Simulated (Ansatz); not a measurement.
## ZnSe: carrier doping

The parent structure is ZnSe in the zinc blende structure (space group F-43m, No. 216; a = 5.733 Å).

Carriers are added at fixed cell with a uniform background; the Fermi–Dirac width is that of 300 K.

Calculations: plane-wave PAW DFT at the PBE level (Ansatz, a program for electronic structure, 420 eV), no spin-orbit coupling, earlier PAW set.

Notes on the quantities. Fermi level from band edge: Fermi level relative to the doped band's edge (positive inside the band; to 0.05 eV).

| electron density (10^21 cm⁻³) | Fermi level from band edge (eV) |
|---|---|
| 1 | 1.35 |
| 2 | ? |
| 5 | 1.85 |
| 10 | 2.20 |

**Question.** Fit E_F = C n^s, fitted as a line in log–log form (a parabolic band gives s = 2/3) to the rows shown and predict the withheld row.

**Answer.** Least squares on the printed values gives C = 1.34 eV, s = 0.21 (largest residual 0.03 eV); this predicts 1.55 eV, and the run gives 1.55 eV, in agreement.

Carriers are added with a uniform compensating background; total energy and stress of such cells depend on the potential's zero and are not compared; many-body gap narrowing is missing at this level. Stability against distortions was not tested.
